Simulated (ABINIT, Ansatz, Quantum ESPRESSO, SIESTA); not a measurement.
## Code comparison for HfC (Fm-3m, 2 atoms in the cell)

Relaxation of cell and atoms.

```xyz
2
Lattice="0.0000 2.3200 2.3200 2.3200 0.0000 2.3200 2.3200 2.3200 0.0000" Properties=species:S:1:pos:R:3 pbc="T T T"
Hf     0.0000     0.0000     0.0000
C      2.3200     2.3200     2.3200
```

Shared settings, as Ansatz (a quantum-chemistry and plane-wave program) writes them: kpoints.mp_grid.grid = 10 10 10; scf.occupations.method = fermi_dirac; scf.occupations.width = 0.0073 Ry. Potentials and cutoffs stand in the table.

| code | model | final volume (Å³/atom) | cutoff |
|---|---|---|---|
| SIESTA | GGA PBE, numerical atomic orbitals DZP, PseudoDojo PBE standard norm-conserving potentials (rewritten from UPF to PSML) | 12.55 | grid 400 Ry |
| Quantum ESPRESSO | PBE, SSSP 1.1.2 efficiency (PBE) pseudopotentials | 12.60 | 60 Ry |
| Ansatz | PBE, default PAW files | 12.58 | 30.9 Ry |
| ABINIT | PBE, PAW (JTH v2.0 PBE PAW) | 12.58 | 21 Ha |

On Ansatz's run: spin-orbit coupling is off.

The spread over the programs that give each value: final volume within 0.05 Å³/atom.

SIESTA uses small atom-centred bases, whose incompleteness enters pressures, forces and empty levels differently from a plane-wave cutoff. The programs treat the finite-basis stress differently while the cell relaxes: Ansatz adds an estimate of it, ABINIT smooths its cutoff (ecutsm).

The starting cell has typed, rounded lattice constants, without a prior relaxation at this level.

Left out of this page: GPAW (not drawn, or without a comparable value).

Keys are those of Ansatz 0.2.
